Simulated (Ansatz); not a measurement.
Lattice parameter c (Å) of solids drawn from the class of silicides and borides, at two levels: LDA (PAW; Ansatz, an electronic-structure program), and PBEsol in Ansatz (PAW).

```json
[
 {"solid": "C11b WSi2", "LDA": "7.772", "PBEsol": "7.816", "shift (%)": "+0.57"},
 {"solid": "AlB2-type TiB2", "LDA": "3.159", "PBEsol": "3.185", "shift (%)": "+0.82"},
 {"solid": "C11b MoSi2", "LDA": "7.777", "PBEsol": "7.820", "shift (%)": "+0.55"},
 {"solid": "AlB2-type ZrB2", "LDA": "3.488", "PBEsol": "3.506", "shift (%)": "+0.52"},
 {"solid": "AlB2-type MgB2", "LDA": "3.453", "PBEsol": "3.497", "shift (%)": "+1.27"},
 {"solid": "AlB2-type HfB2", "LDA": "3.421", "PBEsol": "3.446", "shift (%)": "+0.73"}
]
```

The shifts run from +0.52 % to +1.27 %, with a median of +0.65 %.

Over all 6 rows PBEsol is the larger in 6.

Ansatz's runs of these crystals have no spin polarisation.

Spin–orbit coupling is left out, also for the solids with elements from indium on (C11b WSi2, AlB2-type HfB2); its size isn't shown.

Ansatz's density-functional and Hartree–Fock values are scalar-relativistic unless marked +SOC, with PAW data made under PBE.
